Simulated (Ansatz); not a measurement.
For GePd (model structure, started from the CoSn type, P6/mmm, No. 191, 6 atoms in the cell), LDA (PAW; Ansatz, a first-principles code) gives:

```
Property                   Result
-------------------  ------------
lattice constant a        5.455 Å
lattice parameter c       3.946 Å
bulk modulus              141 GPa
cohesive energy      5.06 eV/atom
```

Problem. What does r²SCAN (plane waves, PAW; Ansatz) give for the same quantities?

Solution. 
- lattice constant a: 5.546 Å (grows by 1.7 %)
- lattice parameter c: 3.988 Å (grows by 1.1 %)
- bulk modulus: 123 GPa (decreases by 13 %)
- cohesive energy: 4.13 eV/atom (shrinks by 0.93 eV/atom)

Changes are worked out from the printed values.

Unless a cell is named, each level is at its own relaxed cell (LDA 16.95, r²SCAN 17.71 Å³/atom).

The crystal itself was run without spin with LDA, r²SCAN; a magnetic state was not tried in these runs.

Caveats: the bulk modulus is −V dP/dV from two relaxed cells at ±2 % in volume (LDA, r²SCAN). Ansatz's density-functional and Hartree–Fock values are scalar-relativistic unless marked +SOC, with PAW data made under PBE.

A model structure was made by putting elements into a prototype or built by hand; it is no filed structure, need not be a known phase, and can be a saddle point held by its symmetry.
